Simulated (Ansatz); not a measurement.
Results of LDA in Ansatz (plane waves, PAW) for Ir3Sn (model structure, started from the A15 type, Pm-3n, No. 223, 8 atoms in the cell).

Numerical settings: plane-wave cutoff 520 eV, 12×12×12 k mesh, Fermi–Dirac smearing 0.05 eV, no spin polarisation, scalar-relativistic PAW data made under PBE.

Cell (relaxed at this level):

```yaml
crystal:
  lattice:
    - [5.00598, 0.00000, 0.00000]
    - [0.00000, 5.00598, 0.00000]
    - [0.00000, 0.00000, 5.00598]
  atoms:
    - { symbol: Ir, position: [0.25000, 0.00000, 0.50000] }
    - { symbol: Ir, position: [0.75000, 0.00000, 0.50000] }
    - { symbol: Ir, position: [0.00000, 0.50000, 0.25000] }
    - { symbol: Ir, position: [0.00000, 0.50000, 0.75000] }
    - { symbol: Ir, position: [0.50000, 0.25000, 0.00000] }
    - { symbol: Ir, position: [0.50000, 0.75000, 0.00000] }
    - { symbol: Sn, position: [0.00000, 0.00000, 0.00000] }
    - { symbol: Sn, position: [0.50000, 0.50000, 0.50000] }
```

Give the computed bulk modulus B0.


* **bulk modulus B0**: 270 GPa

Note: the run has no spin polarisation, so it can have missed a magnetic state; the bulk modulus is −V dP/dV from two relaxed cells at ±2 % in volume; the relaxation could raise the start's symmetry but not lower it, so the cell can be a saddle point.

Spin–orbit coupling is not included.

Computed values are for the static lattice.

A model structure was made by putting elements into a prototype or built by hand; it is no filed structure, need not be a known phase, and can be a saddle point held by its symmetry.

Ansatz is an electronic-structure program.
